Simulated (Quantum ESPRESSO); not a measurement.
Checking a run of Quantum ESPRESSO on ZnNi (P4/mmm, 2 atoms in the cell). The aim is a self-consistent single point with DFT, LDA (PZ), plane waves, GBRV 1.5 ultrasoft (LDA) pseudopotentials.

Cell that was meant: a = 2.6766 Å, b = 2.6766 Å, c = 3.1584 Å, α = 90.00°, β = 90.00°, γ = 90.00°.

Part of the input:

```fortran
 occupations = 'smearing'
 smearing = 'marzari-vanderbilt'
 degauss = 0.0147
 nbnd = 19
/
&electrons
 conv_thr = 1.0d-10
```

Output, abridged:

```
     Message from routine setup:
     using ibrav=0 with symmetry is DISCOURAGED, use correct ibrav instead
     G-vector sticks info
   [... lines left out ...]
        k(    1) = (   0.0500000   0.0500000   0.0529663), wk =   0.0200000
        k(    2) = (   0.0500000   0.0500000   0.1588990), wk =   0.0200000
        k(    3) = (   0.0500000   0.0500000   0.2648316), wk =   0.0200000
   [... 57 lines left out ...]

     Dense  grid:    20609 G-vectors     FFT dimensions: (  36,  36,  40)

     Smooth grid:     7287 G-vectors     FFT dimensions: (  24,  24,  27)

     Initial potential from superposition of free atoms

     starting charge      35.9999, renormalised to      38.0000
     Self-consistent Calculation

     iteration #  1     ecut=    50.00 Ry     beta= 0.50

---- Real-time Memory Report at c_bands before calling an iterative solver
           108 MiB given to the printing process from OS
            37 MiB allocation reported by mallinfo(arena+hblkhd)
------------------

     total energy              =    -786.38705100 Ry
     estimated scf accuracy    <      33.13798028 Ry

     iteration #  2     ecut=    50.00 Ry     beta= 0.50

---- Real-time Memory Report at c_bands before calling an iterative solver
   [... lines left out ...]

---- Real-time Memory Report at c_bands before calling an iterative solver
           131 MiB given to the printing process from OS
            45 MiB allocation reported by mallinfo(arena+hblkhd)
------------------

     total energy              =    -804.45419922 Ry
     estimated scf accuracy    <          2.4E-10 Ry

     iteration # 31     ecut=    50.00 Ry     beta= 0.50

---- Real-time Memory Report at c_bands before calling an iterative solver
           131 MiB given to the printing process from OS
            45 MiB allocation reported by mallinfo(arena+hblkhd)
------------------
     End of self-consistent calculation

     the Fermi energy is    21.7577 ev

!    total energy              =    -804.45419922 Ry
     estimated scf accuracy    <          6.8E-11 Ry
     smearing contrib. (-TS)   =       0.00000000 Ry
     internal energy E=F+TS    =    -804.45419922 Ry

     convergence has been achieved in  31 iterations

     Forces acting on atoms (cartesian axes, Ry/au):

     atom    1 type  1   force =     0.00000000    0.00000000    0.00000000
     atom    2 type  2   force =     0.00000000    0.00000000    0.00000000

     Total force =     0.000000     Total SCF correction =     0.000000

          total   stress  (Ry/bohr**3)                   (kbar)     P=      -14.39
   0.00005657   0.00000000   0.00000000            8.32        0.00        0.00
   0.00000000   0.00005657   0.00000000            0.00        8.32        0.00
   0.00000000   0.00000000  -0.00040651            0.00        0.00      -59.80

   JOB DONE.
```

### Question
Is anything amiss in this input, and did it matter?

### Answer
The run is not sound. The fault is too few bands. The band count has to hold all valence electrons, and a smeared run needs empty bands on top for the tail of the occupations. To fix it, raise the band count or leave it to the default. The run converged in 31 iterations without an error; against the sound input the free energy goes up by 207 meV/atom and the pressure goes from -4.62 to -1.44 GPa.

The sound input it was made from differs as follows (other fixes are possible):
```diff
- nbnd = 19
```

With that input, the run converged in 15 iterations: free energy E − TS -10945.5719 eV; Fermi level (on the code's own zero) 17.39 eV; pressure -4.62 GPa (DFT, LDA (PZ), plane waves, GBRV 1.5 ultrasoft (LDA) pseudopotentials).

On the sound input: the starting cell comes from a database of computed structures (which also holds hypothetical and non-ambient phases and stackings), without a prior relaxation at this level. Its lattice was rescaled by a random factor within 2.5 % of one. Spin polarisation is off. With a pressure of about -5 GPa the cell is away from its equilibrium volume at this level.
